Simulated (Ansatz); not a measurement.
Take BeTe in the zinc blende structure (space group F-43m, No. 216; a = 5.604 Å) as the base.

Method: PBEsol, PAW, 420 eV (Ansatz, a program for electronic structure; without spin-orbit coupling).

Strains are applied to the cell and any free atomic positions relax.

One change was made to it. Results:

The pressure drops by 17.0 kbar, from 0.1 kbar to -16.9 kbar; the electron mass becomes 1.5 mₑ along k, 0.25 mₑ across (at X) (base: 1.4 mₑ along k, 0.25 mₑ across (at X)); the mean gap deformation potential ΔEg/Δln V comes out as +2.4 eV.

Q: Which of these changes matches the shifts?
A. isotropic strain +1.00 %
B. isotropic strain +1.50 %
C. isotropic strain −2.00 %
D. isotropic strain +2.50 %

A: A, isotropic strain +1.00 %. For comparison, the pressure in the other runs: isotropic strain +1.50 % gives -24.6 kbar; isotropic strain −2.00 % gives 41.4 kbar; isotropic strain +2.50 % gives -38.5 kbar.

Spin-orbit coupling, missing from the scalar runs, can matter with Te. Masses are band curvatures over ±0.01 Å⁻¹ around the edge. Along k means along the line from Γ to the band edge. Whether these cells are dynamically stable was not tested.
